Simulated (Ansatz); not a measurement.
**Hypothetical rock salt BeS: response to strain**

The reference is BeS in the rock salt structure (space group Fm-3m, No. 225; a = 4.6293 Å; a hypothetical phase, not in the database extracts checked). Axes: x, y, z lie along the cube axes.

Strains are applied to the cell and any free atomic positions relax; under biaxial strain the out-of-plane vector relaxes too.

Computed with plane-wave PAW DFT at the PBE level (Ansatz, a first-principles code, 420 eV), no SOC.

Notes on the quantities. pressure: mean of the normal stresses, compression positive.

| variant | pressure | band gap | volume per atom | gap character |
|---|---|---|---|---|
| base | 0.00 GPa | 0.97 eV | 12.40 Å³ | indirect, K–Γ (58 % along) → X |
| biaxial strain −3.51 %, plane normal [001], relaxed out of plane | 5.61 GPa | 0.62 eV | 11.92 Å³ | indirect, Γ → X |
| isotropic strain +1.45 % | -4.28 GPa | 0.95 eV | 12.95 Å³ | indirect, K–Γ (58 % along) → X |
| uniaxial strain ε_xx = −4.65 % | 6.12 GPa | 0.63 eV | 11.82 Å³ | indirect, S₀–Γ (70 % along) → M |
| tensor shear ε_xy = −0.97 % | 0.02 GPa | 0.85 eV | 12.40 Å³ | indirect, Γ–Y₀ (42 % along) → X |
| tensor shear ε_xz = +0.21 % | 0.00 GPa | 0.95 eV | 12.40 Å³ | indirect, Γ–Y₀ (37 % along) → X |
| tensor shear ε_yz = −3.56 % | 0.32 GPa | 0.38 eV | 12.39 Å³ | indirect, Γ–Y₀ (32 % along) → X |

No phonon test of stability was made. Labels are those of the standard path for the cell's own space group.
